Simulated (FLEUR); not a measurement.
Worked example: self-consistent single point of NdAs (Fm-3m, 2 atoms in the cell) in FLEUR.

Method: LDA (Perdew-Zunger), all-electron FLAPW (FLEUR), scalar-relativistic valence.

```
NdAs
1.0
    0.00000     3.02236     3.02236
    3.02236     0.00000     3.02236
    3.02236     3.02236     0.00000
Nd As
1 1
Direct
  0.50000   0.50000   0.50000
  0.00000   0.00000   0.00000
```
Moments meant for the start (each program seeds them in its own way; μB, in the order of the atoms Nd As): 3.0 0.0.

Reference input (self-consistent single point, DFT, LDA (Perdew-Zunger), all-electron FLAPW (FLEUR), scalar-relativistic valence): Kmax = 3.8 1/bohr; GmaxXC = 11.4 1/bohr; xcFunctional = pz; jspins = 2; l_soc = F; mode = gauss; fermiSmearingEnergy = 0.00183747 Htr; mesh (inpgen div1-3) = 10 10 10; inpgen gamma flag = true; Gmax = 11.4 1/bohr; numbands = 0; maxIterBroyd = 99. This run's input differs from it in these lines:

```diff
@@ -15,3 +15,3 @@
 &exco xctyp='pz' /
-&kpt div1=10 div2=10 div3=10 gamma=t /
+&kpt div1=4 div2=4 div3=4 gamma=t /
 &end /
```

Output, abridged:

```
 Iteration:     1   Distance:      58.91373145 me/bohr^3
 Iteration:     2   Distance:      21.59162883 me/bohr^3
 Iteration:     3   Distance:      10.85351504 me/bohr^3
 Iteration:     4   Distance:      11.97878086 me/bohr^3
 Iteration:     5   Distance:       7.92733420 me/bohr^3
   [... 71 lines left out ...]
 Iteration:    77   Distance:       0.00162212 me/bohr^3
 Iteration:    78   Distance:       0.00293746 me/bohr^3
 Iteration:    79   Distance:       0.00330320 me/bohr^3
 Iteration:    80   Distance:       0.00230200 me/bohr^3
 Run finished successfully
 Stop message:
   all done

[file out, last iteration]
             iter=     80
[...]
          total density-effective poten   -1.9918739707E+04
          total charge density-energy d   -2.9705512371E+02
 Updated energy parameters for spin:           1
 Updated energy parameters for spin:           2
[...]
 fermi energy and band-weighting factors:

[...]
   [... lines left out ...]
          first approx. to ef    (T=0)  :   0.273509 htr   (energy of the highest occ. eigenvalue)
          total moment                 =     3.05643
 Direct bandgap for spin            1 :    3.9232219058298323E-003  Htr
 Direct bandgap for spin            2 :    1.7487812669982006E-002  Htr
 ---->    free energy=                    -11881.3459750639 htr
   [... lines left out ...]
 ***** TOTAL FORCES ON ATOMS *****
 TOTAL FORCE FOR ATOM TYPE=  1  X=  5.711   Y=  5.711   Z=  5.711
                       FX_TOT= 0.000000 FY_TOT= 0.000000 FZ_TOT= 0.000000
 TOTAL FORCE FOR ATOM TYPE=  2  X=  0.000   Y=  0.000   Z=  0.000
                       FX_TOT= 0.000000 FY_TOT= 0.000000 FZ_TOT= 0.000000
No new postions, force convergence required= 0.00001; max force distance= 0.00000
---->    distance of charge densities for spin  1                 it=   80:     0.002244 me/bohr**3
---->    distance of charge densities for spin  2                 it=   80:     0.000274 me/bohr**3
---->    distance of charge densities for it=   80:     0.002218 me/bohr**3
---->    distance of spin densities for it=   80:     0.002302 me/bohr**3
GENERALIZED ANDERSON MIXING: alpha=   0.05000 History-length=79
     ******* it= 80  is completed********
```

The run ended unconverged after 80 iterations. 

The starting cell comes from a database of computed structures (which also holds hypothetical and non-ambient phases and stackings), without a prior relaxation at this level. Spin-orbit coupling is off. Values depend on the basis (sphere radii, cutoffs, local orbitals), which need not be converged.

Cost on one core of a shared machine: roughly 2 min.
